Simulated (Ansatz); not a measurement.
Faces of bcc Fe, ferromagnetic, relaxed in 1x1 cells (a = 2.831 Å):

Computed with PBE (plane waves to 420 eV, PAW; Ansatz, a program for electronic structure).

```json
[
 {"face": "(100)", "γ (J/m²)": "2.59"},
 {"face": "(110)", "γ (J/m²)": "2.50"},
 {"face": "(111)", "γ (J/m²)": "2.78"},
 {"face": "(210)", "γ (J/m²)": "2.63"},
 {"face": "(211)", "γ (J/m²)": "2.65"},
 {"face": "(221)", "γ (J/m²)": "2.72"},
 {"face": "(310)", "γ (J/m²)": "2.60"},
 {"face": "(332)", "γ (J/m²)": "2.72"}
]
```

Question: In the Wulff construction from these faces alone, which appear on the equilibrium crystal, and with what shares of the area?

Answer: (110) 39 %, (310) 27 %, (211) 23 %, (100) 6 %, (332) 5 %. Cut off by their neighbours: (111), (210), (221). (210) misses by under 0.01 J/m². (221) misses by under 0.01 J/m². The area-weighted mean is 2.58 J/m².
